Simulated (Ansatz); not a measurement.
# A computed series for hypothetical fluorite ZnBr2: response to strain

Base system: ZnBr$_{2}$ in the fluorite structure (space group Fm-3m, No. 225; a = 6.762 Å; a hypothetical phase, not in the database extracts checked; relaxed with 0.1 eV smearing). Axes: x, y, z lie along the cube axes.

Strains are applied to the cell and any free atomic positions relax; under stress the whole cell relaxes.

Level of theory: plane-wave PAW DFT at the PBE level (Ansatz, an electronic-structure program, 420 eV), no spin-orbit coupling.

Candidates:
(a) isotropic strain −1.16 %
(b) isotropic strain +0.41 %
(c) uniaxial strain ε_zz = −2.27 %
(d) uniaxial stress, 2 GPa compression along z

Notes on the quantities. energy relative to the base: free energy F.

Q: Order them by energy relative to the base, highest first.

A: (c) uniaxial strain ε_zz = −2.27 % (+5.0 meV/atom), (a) isotropic strain −1.16 % (+4.1 meV/atom), (d) uniaxial stress, 2 GPa compression along z (+2.6 meV/atom), (b) isotropic strain +0.41 % (+0.5 meV/atom)

Stability under load was not tested beyond the relaxation. The final runs are not spin-polarised.
